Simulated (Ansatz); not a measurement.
CaC₂ (C2/c, No. 15, 6 atoms in the cell; start mp-1575), treated with LDA (plane waves, PAW; Ansatz, a quantum-chemistry and plane-wave program).

Numerical settings: plane-wave cutoff 500 eV, 12×12×6 k mesh (along the axes of the cell as run), gaussian smearing 0.02 eV, scalar-relativistic PAW data made under PBE.

Cell (relaxed at this level):

```
CaC2
1.0
    3.21185    -2.00159     0.04938
    3.21185     2.00159     0.04938
   -2.03505     0.00000     6.91640
Ca C
2 4
Direct
  0.16701   0.83299   0.75000
  0.83299   0.16701   0.25000
  0.42605   0.14694   0.56131
  0.57395   0.85306   0.43869
  0.85306   0.57395   0.93869
  0.14694   0.42605   0.06131
```

Problem. Predict the band gap.

Solution. 
- band gap: 1.62 eV (on the SCF k mesh)

Note: the relaxation could not lower the start's symmetry, so the cell can be a saddle point above a distorted one.

Static lattice: no zero-point or thermal effects.

Cost on a shared machine: about 2.4 core-minutes (a rough figure).

A start named mp-… is a Materials Project structure, which need not be a measured phase.
